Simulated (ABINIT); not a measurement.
Input and output of a self-consistent single point for Sc (P6_3/mmc, 4 atoms in the cell) (ABINIT).

Method: PBE, norm-conserving pseudopotentials (PseudoDojo nc-sr-05 PBE standard) (plane waves; ABINIT).

The change in words: lattice scaled by 0.98. Reference geometry:
```xyz
4
Lattice="3.2220 0.0000 0.0000 -1.6110 2.7903 0.0000 0.0000 0.0000 10.3667" Properties=species:S:1:pos:R:3 pbc="T T T"
Sc     0.0000     0.0000     0.0000
Sc     0.0000     0.0000     5.1834
Sc     0.0000     1.8602     2.5917
Sc     1.6110     0.9301     7.7750
```

Reference input (self-consistent single point, DFT, PBE, plane waves, norm-conserving pseudopotentials (PseudoDojo nc-sr-05 PBE standard)): pseudos = [Sc.upf]; ecut = 39 Ha; occopt = 3; tsmear = 0.1 eV; ngkpt = 8 8 3; nshiftk = 1; shiftk = 0 0 0; potentials = PseudoDojo nc-sr-05 PBE standard; nband = 29; kptopt = 1; nstep = 100; tolvrs = 1e-11. This run's input differs from it in these lines:

```diff
@@ -5,5 +5,5 @@
 rprim
-         6.0886490208   -0.0000001685    0.0000000000
-        -3.0443243644    5.2729248110    0.0000000000
-         0.0000000000    0.0000000000   19.5902672799
+         5.9668767528   -0.0000005931    0.0000000000
+        -2.9834378628    5.1674671457    0.0000000000
+         0.0000000000    0.0000000000   19.1984628035
 natom 4
@@ -14,5 +14,5 @@
          0.0000000000    0.0000000000    0.0000000000
-         0.0000000000    0.0000000000    5.1833615000
-         0.0000000515    1.8602077335    2.5916807500
-         1.6109871792    0.9301038221    7.7750422500
+         0.0000000000    0.0000000000    5.0796945000
+         0.0000001812    1.8230037965    2.5398472500
+         1.5787676895    0.9115017413    7.6195417500
       Angstrom
```

Output (repeated stretches shortened):

```
--- !BeginCycle
solver: {iscf: 7, nstep: 100, nline: 4, wfoptalg: 0, }
tolerances: {tolvrs: 1.00E-11, }
...

     iter   Etot(hartree)      deltaE(h)  residm     vres2
 ETOT  1  -193.45016518998    -1.935E+02 1.105E-01 5.150E+01
 ETOT  2  -193.56428039279    -1.141E-01 1.234E-02 3.015E+01
 ETOT  3  -193.56949863181    -5.218E-03 3.319E-03 1.004E+01
 ETOT  4  -193.57045219762    -9.536E-04 3.558E-03 1.066E+00
 ETOT  5  -193.57061728571    -1.651E-04 1.907E-03 2.334E-03
   [... 13 lines left out ...]
 ETOT 19  -193.57063340801    -3.362E-11 1.926E-04 5.438E-11
 ETOT 20  -193.57063340805    -3.919E-11 3.295E-04 4.633E-11
 ETOT 21  -193.57063340795     9.851E-11 1.645E-04 1.342E-11
 ETOT 22  -193.57063340797    -2.348E-11 2.640E-04 3.579E-12
 At SCF step   22       vres2   =  3.58E-12 < tolvrs=  1.00E-11 =>converged.

 Cartesian components of stress tensor (hartree/bohr^3)
  sigma(1 1)= -2.60460567E-04  sigma(3 2)=  0.00000000E+00
  sigma(2 2)= -2.60460567E-04  sigma(3 1)=  0.00000000E+00
  sigma(3 3)= -2.42090127E-04  sigma(2 1)=  4.99729349E-14

 ----iterations are completed or convergence reached----

 reduced coordinates (array xred) for    4 atoms
       0.000000000000      0.000000000000      0.000000001093
       0.000000000000      0.000000000000      0.500000001093
       0.333333333333      0.666666666667      0.250000001093
       0.666666666667      0.333333333333      0.750000001093
 cartesian forces (eV/Angstrom) at end:
    1      0.00000000000000    -0.00000000000000    -0.00000000000000
   [... lines left out ...]
 Fermi (or HOMO) energy (eV) =   8.21122   Average Vxc (eV)= -10.41619
   [... lines left out ...]
total_energy        : -1.93570633407970E+02
total_energy_eV     : -5.26732480968762E+03
band_energy         : -2.61880819453927E+01
...

-Cartesian components of stress tensor (GPa)         [Pressure=  7.4829E+00 GPa]
- sigma(1 1)= -7.66301316E+00  sigma(3 2)=  0.00000000E+00
- sigma(2 2)= -7.66301316E+00  sigma(3 1)=  0.00000000E+00
- sigma(3 3)= -7.12253625E+00  sigma(2 1)=  1.47025426E-09

 Calculation completed.
```

The run converged in 22 iterations. Against the reference run the free energy rises by 46.1 meV/atom and the pressure goes from 3.37 to 7.48 GPa.

The starting cell was generated: these elements placed on a structure prototype, without a prior relaxation; it need not be a known phase or ordering of this composition. Its lattice was rescaled by a random factor within 2.5 % of one. For this run, on top of that: lattice scaled by 0.98. With a pressure of about 7 GPa the cell is away from its equilibrium volume at this level.

Cost on one core of a shared machine: roughly 5 min.
